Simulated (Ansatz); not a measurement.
Base system: KTaO$_{3}$ in the cubic perovskite structure (space group Pm-3m, No. 221; a = 4.023 Å).

Levels (all Ansatz, a first-principles code, PAW, earlier PAW set): PBE (420 eV, no SOC); r2SCAN (500 eV, without spin-orbit coupling).

Its gap is 2.17 eV with PBE and 2.57 eV with r2SCAN.

The change: cell and atoms relaxed at a pressure of 45 GPa.

With PBE the gap becomes 2.52 eV.

### Question
If the r2SCAN correction stayed the same, what would the r2SCAN gap be, and what does the r2SCAN run give?

### Answer
A rigid correction of +0.40 eV gives 2.92 eV. The r2SCAN run gives 2.98 eV, so the correction itself changes by +0.06 eV.

Single points use the geometry relaxed with PBE. With Ta present, leaving out spin-orbit coupling can change the band edges. Load acts through the strain it causes; cell and atoms are relaxed under it. Stability against distortions was not tested. No other phases were tried under pressure.
